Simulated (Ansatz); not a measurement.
For Nb (model structure, from the omega type, P6/mmm, No. 191), PBEsol (plane waves, PAW; Ansatz, a first-principles code) gives:

lattice parameter a: 4.834 Å
c axis length: 2.646 Å

Problem. What does r²SCAN+rVV10 in Ansatz (plane waves, PAW) give for the same quantities?

Solution. 
- lattice constant a: 4.871 Å (goes up by 0.8 %)
- lattice parameter c: 2.658 Å (increases by 0.5 %)

Changes are worked out from the printed values.

Unless a cell is named, each level is at its own relaxed cell (PBEsol 17.85, r²SCAN+rVV10 18.21 Å³/atom).

Ansatz's density-functional and Hartree–Fock values are scalar-relativistic unless marked +SOC, with PAW data made under PBE.

A model structure was made by putting elements into a prototype or built by hand; it is no filed structure, need not be a known phase, and can be a saddle point held by its symmetry.
